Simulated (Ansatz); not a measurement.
The parent structure is InAs in the zinc blende structure (space group F-43m, No. 216; a = 6.0261 Å). Axes: x, y, z lie along the cube axes.

Level of theory: LDA in Ansatz (plane waves to 420 eV, PAW, spin-orbit coupling left out).

Base values:

The pressure is 0.0 GPa. The shortest interatomic distance comes out as 2.609 Å and the band gap comes out as zero.

The change: the cell is stretched by 3.00 % along z with no lateral relaxation; the atoms relax in the strained cell.

**Question.** What does the calculation give for the energy relative to the base after the change?

**Answer.** The energy grows by 6.3 meV/atom.

**Question.** What does the calculation give for the pressure after the change?

**Answer.** The pressure (mean of the normal stresses, compression positive) goes from zero to -1.7 GPa.

**Question.** How does this affect the shortest interatomic distance?

**Answer.** The shortest interatomic distance increases by 0.0264 Å (2.609 Å → 2.636 Å).

**Question.** How does this affect the band gap?

**Answer.** The band gap is still zero.

Stability against distortions was not tested. The final runs are not spin-polarised. A zero or small gap of InAs can be the functional's error rather than a property of the material.

Ansatz is an electronic-structure program.
